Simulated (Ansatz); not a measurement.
Abridged Ansatz (a quantum-chemistry and plane-wave program) output:

```
Relaxation: its limit of steps is 50 (relax.max_steps)
Pseudopotential: Cu, paw, valence charge 19
Crystal: 1 atoms, lattice volume = 11.778 Å³
Basis set: ecut = 420 eV, 259 PW (Γ), exchange–correlation on 36×36×36 points (8 copies of the dense FFT grid, shifted against one another)
Bands: 14, of which v1, the nominal top of the filled ones, is band 10 counted from 1 (9 counted from 0)
Symmetry: 48 space group operations
k-points: 816 of 29791
Functional: x = pbe(κ = 0.804, μ = 0.2195149727645171), c = pbe(β = 0.06672455060314922)
SCF iter   1: F=—  HF=-6625.177877 eV  |F-HF|=—  |Δ(HF+E_count)|=         —  Δρ=7.31e-4  dr2=1.55e-5  ethr=1.77e-3  ⟨swp⟩=5.3  Hψ=56918  notcnv=0
SCF iter   2: F=—  HF=-6625.178003 eV  |F-HF|=—  |Δ(HF+E_count)|=   1.26e-4  Δρ=3.78e-4  dr2=4.16e-6  ethr=8.16e-8  ⟨swp⟩=3.1  Hψ=29275  notcnv=0
SCF 1 converged in 6 iterations: F = -6625.178018 eV  dr2 = 8.09e-13
relax step   1: F+E_penalty+E_count = -6625.17801824 eV  Δ(F+E_penalty+E_count) = +0.000e0 eV  max|allowed force component| = 0.000e0 eV/Å  Δτ_max = 0.0000 Å  (6 SCF iters, accepted)
SCF converged after 6 iterations
Free energy (F): -6625.178018 eV
Internal energy: -6625.167761 eV  (E = F + TS)
E sigma→0 (E₀):  -6625.172890 eV
Entropy (-TS):   -0.010257 eV (-10.257 meV/atom)
Fermi energy:    16.847569 eV
--- Forces (eV/Å), atoms counted from 1 ---
  atom   1  Cu    -0.00000000     0.00000000    -0.00000000
--- Stress (GPa, compression-positive) ---
        2.200267       0.000000       0.000000
        0.000000       2.200267      -0.000000
        0.000000       0.000000       2.200267
  P = ⅓ Tr σ = 2.2003 GPa (22.003 kbar)
--- Relaxed structure (1 steps of the walk, 1 accepted, 0 SCFs on fresh bases) ---
  atoms:
    - { symbol: Cu, position: [0.0, 0.0, 0.0] }
```

What was computed, and what are the main results?

Cu, 1 atom in the cell, with PBE (Ansatz, PAW, scalar-relativistic without spin-orbit coupling). The last SCF converged to F = -6625.178018 eV, or -6625.1780 eV per atom, at a pressure of 2.20 GPa. The total energy compares only with runs of the same code, potentials and settings.

The cells carry an imposed strain or load. Stability against distortions was not tested. All final runs are without spin polarisation. The cell was made from Cu in the fcc (Cu type) structure (space group Fm-3m, No. 225) by this change: isotropic strain −0.50 %.

Keys are those of Ansatz 0.2.
